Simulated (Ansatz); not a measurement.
**What a tighter setting buys: kpoints.mp_grid.grid, NaHgF₃ (Pnma, 20 atoms in the cell)**

Cell: a = 5.8530 Å, b = 8.2586 Å, c = 5.8335 Å, α = 90.00°, β = 90.00°, γ = 90.00°.

Level of theory: PBE (plane waves, PAW; Ansatz, a first-principles code).

Base settings: kpoints.mp_grid.grid = 5 4 5; hamiltonian.xc = pbe; hamiltonian.pseudopotentials = {kind: paw} (the program's default PAW files); scf.occupations.method = fermi_dirac; scf.occupations.width = 0.1 eV.

Misses are taken against the tightest run, 11 8 11, which need not be fully converged itself. The energy is the free energy per atom.

The count of work is k-points × plane waves × bands × iterations; it is no time, and leaves out set-up, grids and terms that scale otherwise. Core times come from one kind of shared machine and are given to one figure; runs under 30 s give none.

The starting cell was generated: these elements placed on a structure prototype, without a prior relaxation; it need not be a known phase or ordering of this composition. In the base run, with a pressure of about 24 GPa the cell is away from its equilibrium volume at this level. In the base run, forces exceed 1 eV/Å. Ansatz's pressure includes its estimate of the finite-basis (Pulay) stress. A gap is left out here, as mesh or smearing make it unsure.

The runs (kpoints.mp_grid.grid): 1 1 1 | 2 1 2 | 2 2 2 | 3 2 3 | 3 3 3 | 4 3 4 | 5 4 5 | 6 4 6 | 6 5 6 | 8 6 8 | 9 7 9 | 11 8 11.

Question: Which is the coarsest setting among those run that, with all tighter ones, holds the energy within 20 meV/atom of the reference, and what does it save?

Answer: 2 1 2, off by 8.5 meV/atom; it needs 0.022 of the reference's count of work.

Question: What does the step from 1 1 1 to 3 2 3 buy?

Answer: It takes the miss in the energy from 66 to 0.69 meV/atom, for 5.3 times the count of work.

| kpoints.mp_grid.grid | energy less reference (meV/atom) | pressure less reference (GPa) | largest difference in the force on any atom (eV/Å) | count of work / reference | core time / reference (rough) |
|---|---|---|---|---|---|
| 1 1 1 | 65.91 | 0.12 | 0.165 | 0.0071 | – |
| 2 1 2 | -8.47 | -0.36 | 0.111 | 0.022 | – |
| 2 2 2 | -0.34 | -0.18 | 0.021 | 0.038 | – |
| 3 2 3 | -0.69 | -0.09 | 0.009 | 0.038 | – |
| 3 3 3 | -0.44 | -0.05 | 0.006 | 0.051 | – |
| 4 3 4 | -0.19 | -0.01 | 0.002 | 0.10 | – |
| 5 4 5 | -0.04 | 0.00 | 0.000 | 0.17 | 0.1 |
| 6 4 6 | -0.01 | 0.00 | 0.000 | 0.30 | 0.2 |
| 6 5 6 | 0.01 | 0.00 | 0.000 | 0.27 | 0.3 |
| 8 6 8 | 0.00 | 0.00 | 0.000 | 0.56 | 0.5 |
| 9 7 9 | 0.00 | 0.00 | 0.000 | 0.56 | 0.5 |
| 11 8 11 | 0.00 | 0.00 | 0.000 | 1.0 | 1 |

Left out of this page: 1 run of the series stopped by limits of time or memory.

Keys are those of Ansatz 0.2.
